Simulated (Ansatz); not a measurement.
```
Al2Pt
1.0
    0.00000     2.94812     2.94812
    2.94812     0.00000     2.94812
    2.94812     2.94812     0.00000
Al Pt
2 1
Direct
  0.25000   0.25000   0.25000
  0.75000   0.75000   0.75000
  0.00000   0.00000   0.00000
```

Computed with PBEsol, DFPT electron-phonon coupling, linearised Boltzmann equation (plane waves, PAW, scalar-relativistic; Ansatz, a program for electronic structure). Geometry: relaxed with this functional, without spin-orbit coupling.

**Question.** What phonon-limited resistivity does this give at 300 K?

**Answer.** 6.8 μΩ·cm.

**Question.** How long is the mean free path there?

**Answer.** 13.5 nm, weighted by the current that each state carries. Wires not much wider than this gain resistivity from their walls.

A metal at this level (no band gap). Only scattering by harmonic phonons is included (no impurities, grain boundaries, electron-electron scattering or thermal expansion). Spin-orbit coupling is left out, which matters with elements this heavy. Halving the electron mesh (24x24x24) moves the resistivity by up to 3 % at 300 K, the mean free path by up to 3 %. Smearing 0.20 eV; phonons on a 4x4x4 q mesh, which this run doesn't test.
